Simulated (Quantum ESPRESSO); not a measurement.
Habitual settings against a tight run: YRh2 (Fd-3m, 6 atoms in the cell)

Self-consistent single point.

```
CELL_PARAMETERS angstrom
      0.00000     3.78089     3.78089
      3.78089     0.00000     3.78089
      3.78089     3.78089     0.00000
ATOMIC_POSITIONS crystal
  Y  0.50000 0.50000 0.50000
  Y  0.75000 0.75000 0.75000
  Rh 0.62500 0.12500 0.12500
  Rh 0.12500 0.12500 0.62500
  Rh 0.12500 0.62500 0.12500
  Rh 0.12500 0.12500 0.12500
```

Method of the run: LDA (PZ), GBRV 1.5 ultrasoft (LDA) pseudopotentials (plane waves; Quantum ESPRESSO).

Base settings: ecutwfc = 40 Ry; ecutrho = 320 Ry; occupations = smearing; smearing = mp; degauss = 0.0147 Ry; potentials = {Y: y_lda_v1.4.uspp.F.UPF, Rh: rh_lda_v1.4.uspp.F.UPF}; K_POINTS = automatic 6 6 6 0 0 0; conv_thr = 1e-11 Ry.

Tight run (finer mesh or higher cutoff; not a proven limit): ecutwfc: 40 Ry → 56 Ry; ecutrho: 320 Ry → 448 Ry; conv_thr: 1e-11 Ry → 7.3e-11 Ry; K_POINTS: automatic 6 6 6 0 0 0 → automatic 9 9 9 0 0 0. It gave Fermi level (on the code's own zero) 16.31 eV; pressure -11.28 GPa.

Quick runs, as changes from the base:
- A: the base itself
- B: ecutwfc: 40 Ry → 28 Ry; ecutrho: 320 Ry → 224 Ry; K_POINTS: automatic 6 6 6 0 0 0 → automatic 8 8 8 1 1 1
- C: ecutwfc: 40 Ry → 20 Ry; ecutrho: 320 Ry → 160 Ry; smearing: mp → cold; degauss: 0.0147 Ry → 0.019992 Ry; K_POINTS: automatic 6 6 6 0 0 0 → automatic 4 4 4 0 0 0
- D: ecutwfc: 40 Ry → 32 Ry; ecutrho: 320 Ry → 256 Ry; degauss: 0.0147 Ry → 0.0099958 Ry; pseudopotentials: {Y: y_lda_v1.4.uspp.F.UPF, Rh: rh_lda_v1.4.uspp.F.UPF} → {Y: y_pbesol_v1.4.uspp.F.UPF, Rh: rh_pbesol_v1.4.uspp.F.UPF}; K_POINTS: automatic 6 6 6 0 0 0 → automatic 2 2 2 0 0 0 [PBEsol]
- E: ecutwfc: 40 Ry → 28 Ry; ecutrho: 320 Ry → 224 Ry; K_POINTS: automatic 6 6 6 0 0 0 → automatic 4 4 4 1 1 1

Energies are extrapolated to zero smearing width, which holds to low order in the width alone (under cold and Methfessel-Paxton smearing the free energy itself is taken).

Dashes: time of C, under 30 s; energy of D, another energy zero.

† marks runs with another functional, U, potentials or spin treatment: their distance from the tight run is not a convergence error alone.

The count of work is k-points × plane waves × bands × iterations; it is no time. Core times come from one kind of shared machine and are given to one figure; runs under 30 s give none.

The starting cell comes from a database of computed structures (which also holds hypothetical and non-ambient phases and stackings), without a prior relaxation at this level. Its lattice was rescaled by a random factor within 2.5 % of one. Spin polarisation is off. In the base run, with a pressure of about -12 GPa the cell is away from its equilibrium volume at this level.

| run | energy less tight (meV/atom) | pressure less tight (GPa) | count of work / tight | core time / tight (rough) |
|---|---|---|---|---|
| A | 7.8 | -1.12 | 0.30 | 0.4 |
| B | 1383.0 | -75.57 | 0.70 | 0.5 |
| C | 14417.8 | -464.03 | 0.050 | – |
| D† | – | -19.38 | 0.037 | 0.08 |
| E | 1386.3 | -75.84 | 0.12 | 0.1 |

Among the runs at the tight run's level, the energy misses run from 7.8 to 14417.8 meV/atom.

Left out of this page: 1 run of the series unsound by tests on forces, stress, charge or solver warnings.
